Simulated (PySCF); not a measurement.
PySCF 2.14.0, MP2 (frozen core)/cc-pvdz: [SiH3]N1C[SiH2]N[SiH2]1, 16 atoms. The geometry is a generated start, not checked to be a minimum at this level.

| Property | Result |
|---|---|
| task | mp2 |
| basis | cc-pvdz |
| two-electron scheme | exact four-centre integrals |
| frozen core | true |
| mf.init_guess | minao (default) |
| mf.DIIS | CDIIS (default) |
| mf.diis_space | 8 (default) |
| mf.conv_tol | 1e-09 (default) |
| basis functions (reference run) | 146 |

On 4 threads, 1 BLAS thread. Build: conda-forge: OpenMP (GNU), OpenBLAS with its own threads, libcint, Libxc. Single runs; times are not shown.

Values of mol.max_memory tried: 8000 MB, 4000 MB, 2000 MB, 1000 MB, 500 MB, 300 MB, 200 MB.

### Question
How low can the memory setting go, and what changes on the way?

### Answer
It runs down to 200 MB, the lowest tried, with the same result. At 8000 MB: SCF integrals in memory, transformation in memory. From 500 MB down: direct SCF, transformation through a file.

```json
[
 {"mol.max_memory": "8000 MB", "path": "SCF integrals in memory, transformation in memory", "peak memory": "0.73 GiB"},
 {"mol.max_memory": "4000 MB", "path": "SCF integrals in memory, transformation in memory", "peak memory": "0.73 GiB"},
 {"mol.max_memory": "2000 MB", "path": "SCF integrals in memory, transformation in memory", "peak memory": "0.73 GiB"},
 {"mol.max_memory": "1000 MB", "path": "SCF integrals in memory, transformation in memory", "peak memory": "0.73 GiB"},
 {"mol.max_memory": "500 MB", "path": "direct SCF, transformation through a file", "peak memory": "0.54 GiB"},
 {"mol.max_memory": "300 MB", "path": "direct SCF, transformation through a file", "peak memory": "0.54 GiB"},
 {"mol.max_memory": "200 MB", "path": "direct SCF, transformation through a file", "peak memory": "0.54 GiB"}
]
```

Peak memory is the kernel's count for the largest process, libraries included and scratch files not. The peak passes the setting at 500 MB, 300 MB, 200 MB: it is no hard cap. MP2's transformation through a file may take 2000 MB even at lower settings.
